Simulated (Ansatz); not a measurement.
# W3N (model structure, started from the D03 type, Fm-3m, No. 225, 4 atoms in the cell): equilibrium lattice constant a by level of theory

No measured value is used here.

| level (code) | value (Å) |
|---|---|
| LDA (Ansatz) | 6.025 |
| PBE (Ansatz) | 6.137 |
| PBEsol (Ansatz) | 6.068 |
| r²SCAN (Ansatz) | 6.102 |

The crystal itself was run without spin with LDA, PBE, PBEsol, r²SCAN; a magnetic state was not tried in these runs. Density-functional levels without +SOC have no spin–orbit coupling. LDA, PBE, PBEsol, r²SCAN: the run has no spin polarisation, so it can have missed a magnetic state. Cutoffs differ between the levels. Ansatz's density-functional and Hartree–Fock values are scalar-relativistic unless marked +SOC, with PAW data made under PBE.

A model structure was made by putting elements into a prototype or built by hand; it is no filed structure, need not be a known phase, and can be a saddle point held by its symmetry.

Ansatz is a quantum-chemistry and plane-wave program.
